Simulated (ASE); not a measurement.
GaP (zinc blende), cell Ga32P32, begun in the crystal structure, above the temperature where the real material decomposes or loses its volatile element at ambient pressure [in the run: mean temperature 1292 K (target 1300 K); density 3.94 g/cm³, volume +5 % from the start crystal's]; MD at a mean temperature of 1292 K and a mean pressure of 0.3 GPa, 3.0 ps sampled (in preparation the cell's shape was held).

Give the list of vibrational (phonon) peaks (above a quarter of the tallest; of peaks within two resolution widths the taller alone); mean vibrational (phonon) frequency at the level the machine-learned potential CHGNet 0.3.0 run with ASE.


list of vibrational (phonon) peaks (above a quarter of the tallest; of peaks within two resolution widths the taller alone): 1.7, 8.2 THz (resolution 0.7 THz)
mean vibrational (phonon) frequency: 6.0 THz
